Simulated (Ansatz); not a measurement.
## Pressure series in HfS2

Start from HfS₂ in the CdI2 type structure (space group P-3m1, No. 164; layered, stacked along the Cartesian z axis).

```yaml
crystal:
  lattice:
    - [3.60570, 0.00000, 0.00000]
    - [-1.80285, 3.12262, 0.00000]
    - [0.00000, 0.00000, 5.76762]
  atoms:
    - { symbol: Hf, position: [0.00000, 0.00000, 0.00000] }
    - { symbol: S, position: [0.33333, 0.66667, 0.25252] }
    - { symbol: S, position: [0.66667, 0.33333, 0.74748] }
```

Cell and atoms are relaxed at each pressure.

Method: PBE-D3(BJ)/PAW in Ansatz (a first-principles code), scalar-relativistic without spin-orbit coupling.

| pressure (GPa) | volume per atom (Å³/atom) |
|---|---|
| -1 | 22.501 |
| 0 | 21.646 |
| 0.3 | 21.455 |
| 0.7 | 21.222 |
| 1.5 | 20.829 |
| 3 | 20.228 |
| 5 | ? |
| 7.5 | 18.953 |
| 10 | 18.415 |

### Question
Fit the third-order Birch–Murnaghan form P(V) = (3B₀/2)[(V₀/V)^(7/3) − (V₀/V)^(5/3)]·[1 + (3/4)(B₀′ − 4)((V₀/V)^(2/3) − 1)] (squares taken in P) to the rows shown and predict the withheld row.

### Answer
Least squares on the printed values gives V₀ = 21.666 Å³/atom, B₀ = 32.8 GPa, B₀′ = 8.2; this predicts 19.569 Å³/atom, and the run gives 19.594 Å³/atom, 0.025 higher.

A case with no gap was solved on a k-mesh chosen for an insulator, which is coarse for it. Load acts through the strain it causes; cell and atoms are relaxed under it. No phonon test of stability was made. Competing high-pressure phases were not computed. The final runs are not spin-polarised.
